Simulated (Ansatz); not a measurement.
Structure of amorphous Ti24Si24 (periodic cell):

```xyz
48
Lattice="9.1494 -0.0065 -0.0455 -0.0065 8.7587 0.1748 -0.0455 0.1748 9.1591" Properties=species:S:1:pos:R:3 pbc="T T T"
Ti     8.8894     1.3052     6.9792
Ti     7.1111     0.9469     0.4012
Ti     2.1580     3.3774     1.8241
Ti     4.6921     5.4466     0.8817
Ti     1.9686     6.9074     0.9771
Ti     4.9502     1.8052     2.2160
Ti     5.1261     4.3105     3.7996
Ti     6.8859     3.9167     7.4754
Ti     4.9869     0.6758     4.9009
Ti     8.3538     2.9171     2.3446
Ti     7.3317     2.6811     4.9568
Ti     8.4036     5.4475     4.7019
Ti     3.7730     6.9613     5.4587
Ti     8.6926     5.2283     0.2199
Ti     5.6820     7.3129     3.2158
Ti     8.6949     7.5716     2.5665
Ti     0.4956     1.0241     4.1231
Ti     5.9208     7.6354     7.7887
Ti     7.6148     8.2549     5.5071
Ti     2.2264     2.3882     7.0559
Ti     1.1331     6.8092     7.1428
Ti     4.3770     3.1471     8.6002
Ti     2.8646     8.6717     3.1445
Ti     2.5461     4.6973     5.7280
Si     3.5029     7.2574     8.1052
Si     2.3091     4.8805     8.5938
Si     0.7281     0.9169     1.5508
Si    -0.0338     2.8955     9.0153
Si     7.9189     6.2530     7.1040
Si     7.1626     5.2842     2.4498
Si     2.9612     1.2497     0.6022
Si     3.0738     2.3692     4.1456
Si     6.1417     6.1064     5.5204
Si     4.6285     5.2903     7.2458
Si     6.4243     3.4946     0.8734
Si     0.2144     4.1324     6.8133
Si     3.2387     5.9290     3.1192
Si     1.2167     7.1793     4.5964
Si     6.8013     7.0614     0.9228
Si     0.7417     3.4549     4.4011
Si     4.7179     3.0228     6.0357
Si     4.6846     8.2873     0.9776
Si     8.7842     8.0656     8.9668
Si     7.0945     0.7789     3.2101
Si     1.7629     0.2227     8.1058
Si     6.3082     1.3637     7.0207
Si     2.4014     0.2619     5.6637
Si     0.6830     5.2750     2.6425
```

The numbers are results of PBE, scalar-relativistic without spin-orbit coupling (plane waves to 420 eV, PAW; Ansatz, a program for electronic structure), not measurements.

A CHGNet melt-quench gave the starting glass, which DFT then relaxed. The hot cell started wider than the set density and was brought back towards it in steps. It is the lowest in DFT energy of 2 quenches. It is a model cell: composition and starting density were chosen by hand, and all elements were melted together. No dispersion term was used. Its density started from a set value of 3.90 and ended at 4.13 g/cm³. The quench (nominally 200 K/ps over its main leg) was far faster than any real one, so the model tends to hold more defects than a real film. Values belong to this one cell and scatter from quench to quench. Volume and shape were free in the relaxation. On a 2×2×2 Γ-centred mesh force components of up to 0.22 eV/Å stay, since the relaxation ran on one k-point at (1/4, 1/4, 1/4).

Bonds are counted up to Ti-Ti 3.96 Å, Ti-Si 3.34 Å, Si-Si 2.74 Å.

**Question.** Give the coordination numbers, mean bond lengths and angles.

**Answer.** 
```json
{
  "Mean coordination of Ti": "14.96 (2 with 13, 7 with 14, 6 with 15, 8 with 16, 1 with 17)",
  "Mean coordination of Si": "9.46 (1 with 8, 13 with 9, 8 with 10, 2 with 11)",
  "Mean Ti-Ti bond": "3.227 Å (spread 0.336 Å, 96 counted)",
  "Mean Ti-Si bond": "2.719 Å (spread 0.175 Å, 167 counted)",
  "Mean Si-Si bond": "2.535 Å (spread 0.107 Å, 30 counted)",
  "Bond angle at Ti": "mean 95.2°, spread 34.8°",
  "Bond angle at Si": "mean 97.8°, spread 32.4°"
}
```
